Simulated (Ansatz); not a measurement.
## How far PBE and r2SCAN part for BP, B → Hg

Consider BP in the zinc blende structure (space group F-43m, No. 216; a = 4.548 Å).

(Cell as relaxed with PBE.)

Levels (all Ansatz, a quantum-chemistry and plane-wave program, PAW, earlier PAW set): PBE (420 eV, no spin-orbit coupling); r2SCAN (500 eV, no spin-orbit coupling).

Each level relaxes its own structure.

```csv
base,PBE,r2SCAN
volume per atom,11.76 Å³,11.67 Å³
lattice parameter a,4.548 Å,4.536 Å
band gap,1.25 eV,1.41 eV
```

One thing is altered: Hg takes the place of B on all its sites; the structure is relaxed again.

| quantity | PBE | r2SCAN |
|---|---|---|
| lattice parameter a | 5.891 Å | 5.828 Å |
| band gap | zero | zero |

PBE's lattice parameter a lies 0.063 Å above r2SCAN's (1.1 %); the two agree on the band gap. Neither level is exact; r2SCAN is the comparison here, not a measurement.

Whether these cells are dynamically stable was not tested. As relaxed here, HgP is a hypothetical phase, not in the database extracts checked. The final runs are not spin-polarised. An odd electron count without spin: HgP.
